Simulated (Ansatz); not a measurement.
Consider GaN in the wurtzite structure (space group P6_3mc, No. 186).

```
GaN
1.0
    3.15179     0.00000     0.00000
   -1.57589     2.72953     0.00000
    0.00000     0.00000     5.13834
Ga N
2 2
Direct
  0.33333   0.66667   0.00030
  0.66667   0.33333   0.50030
  0.33333   0.66667   0.37670
  0.66667   0.33333   0.87670
```

Cartesian axes are those of the cell as printed.

Computed with LDA in Ansatz (plane waves to 420 eV, PAW, no SOC).

Before the change:

| Item | Value |
|---|---|
| Shortest interatomic distance | 3.642 bohr |

Perturbation: biaxial strain −1.80 %, plane normal [001], relaxed out of plane (Cartesian); in-plane vectors clamped, the third vector and the atoms free.

### Question
Predict the new ratio −ε⊥/ε∥.

### Answer
The ratio −ε⊥/ε∥ comes out as 0.50.

### Question
What happens to the shortest interatomic distance?

### Answer
The shortest interatomic distance shrinks by 0.038 bohr (3.642 bohr → 3.604 bohr).

Whether these cells are dynamically stable was not tested.

Ansatz is a program for electronic structure.
